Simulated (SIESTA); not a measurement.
Worked example: self-consistent single point of Hf2Ni7 (C2/m, 9 atoms in the cell) in SIESTA.

Level of theory: SIESTA with LDA PW92, numerical atomic orbitals DZP, PseudoDojo LDA standard norm-conserving potentials (rewritten from UPF to PSML).

```xyz
9
Lattice="2.2492 -3.9539 0.0000 2.2492 3.9539 0.0000 -1.6767 0.0000 5.8128" Properties=species:S:1:pos:R:3 pbc="T T T"
Hf     3.6362     0.0000     1.3273
Hf    -0.8144     0.0000     4.4855
Ni     0.2863     1.9769     2.9064
Ni     0.2863    -1.9769     2.9064
Ni     1.4122    -1.3021     0.9017
Ni     1.4096     1.3021     4.9110
Ni     1.4096    -1.3021     4.9110
Ni     1.4122     1.3021     0.9017
Ni     1.4109     0.0000     2.9064
```

Reference input (self-consistent single point, DFT, GGA PBEsol, numerical atomic orbitals DZP, PseudoDojo PBEsol standard norm-conserving potentials (rewritten from UPF to PSML)): XC.functional = GGA; XC.authors = PBEsol; potentials = PseudoDojo PBEsol standard; PAO.BasisSize = DZP; PAO.EnergyShift = 0.01 Ry; MeshCutoff = 350 Ry; kgrid.MonkhorstPack = 5 5 4; OccupationFunction = FD; ElectronicTemperature = 1160.45 K; MaxSCFIterations = 150; SCF.Mixer.Method = Pulay; SCF.Mixer.Weight = 0.2. This run's input differs from it in these lines:

```diff
@@ -1,2 +1,2 @@
-# files in the folder: Hf.psml Ni.psml (PseudoDojo PBEsol standard)
+# files in the folder: Hf.psml Ni.psml (PseudoDojo LDA standard)
 SystemName  Hf2Ni7
@@ -29,4 +29,4 @@
 
-XC.functional                GGA
-XC.authors                   PBEsol
+XC.functional                LDA
+XC.authors                   PW92
 PAO.BasisSize                DZP
```

Output, abridged:

```
        iscf     Eharris(eV)        E_KS(eV)     FreeEng(eV)     dDmax    Ef(eV) dHmax(eV)
   scf:    1   -34801.528169   -34945.027443   -34945.354084  2.140058 -1.757993 24.113642
   scf:    2   -34927.293986   -34986.200176   -34986.353461  1.063049 -4.026328 14.150362
   scf:    3   -34980.031373   -34996.621560   -34996.845197  0.243274 -3.636654  8.751583
   scf:    4   -35000.036506   -35001.963277   -35002.180692  0.079696 -3.700029  3.636871
   scf:    5   -35000.676646   -35002.471367   -35002.721839  0.133595 -3.940207  3.511742
   [... 6 lines left out ...]
   scf:   12   -35003.195176   -35003.195197   -35003.428252  0.000462 -3.991571  0.004917
   scf:   13   -35003.195150   -35003.195174   -35003.428254  0.000236 -3.991631  0.003872
   scf:   14   -35003.195138   -35003.195156   -35003.428255  0.000128 -3.991891  0.001069
   scf:   15   -35003.195151   -35003.195154   -35003.428255  0.000030 -3.991958  0.000925
SCF Convergence by DM+H criterion
max |DM_out - DM_in|         :     0.0000299702
max |H_out - H_in|      (eV) :     0.0009245051
SCF cycle converged after 15 iterations

Using DM_out to compute the final energy and forces

siesta: E_KS(eV) =           -35003.1952

siesta: E_KS - E_eggbox =    -35003.1952

siesta: Atomic forces (eV/Ang):
     1   -0.076997    0.000000   -0.084751
     2    0.077015    0.000000    0.084718
     3   -0.000004   -0.000000    0.000017
     4   -0.000004    0.000000    0.000017
     5    0.014707   -0.030824   -0.014826
     6   -0.014714    0.030817    0.014820
     7   -0.014714   -0.030817    0.014820
     8    0.014707    0.030824   -0.014826
     9    0.000005    0.000000    0.000010
   Tot    0.000001    0.000000   -0.000000
   Max    0.084751
   Res    0.034299    sqrt( Sum f_i^2 / 3N )
   [... lines left out ...]
siesta: FreeEng =    -35003.428255
   [... lines left out ...]
siesta:    -0.030078   -0.000000    0.000198
siesta:     0.000000   -0.028386    0.000000
siesta:     0.000198    0.000000   -0.015927

siesta: Cell volume =        103.388865 Ang**3

siesta: Pressure (static):
siesta:                Solid            Molecule  Units
siesta:           0.00027007          0.00026290  Ry/Bohr**3
siesta:           0.02479687          0.02413802  eV/Ang**3
siesta:          39.72896390         38.67337780  kBar
```

The run converged in 15 iterations. Against the reference run the pressure goes from 12.52 to 3.97 GPa and the largest force goes from 0.076 to 0.115 eV/Å.

The starting cell comes from a database of computed structures (which also holds hypothetical and non-ambient phases and stackings), without a prior relaxation at this level. Its lattice was rescaled by a random factor within 2.5 % of one. Spin polarisation is off. Values carry the incompleteness of an atom-centred basis. With a pressure of about 4 GPa the cell is away from its equilibrium volume at this level.

Cost on one core of a shared machine: roughly 70 s.
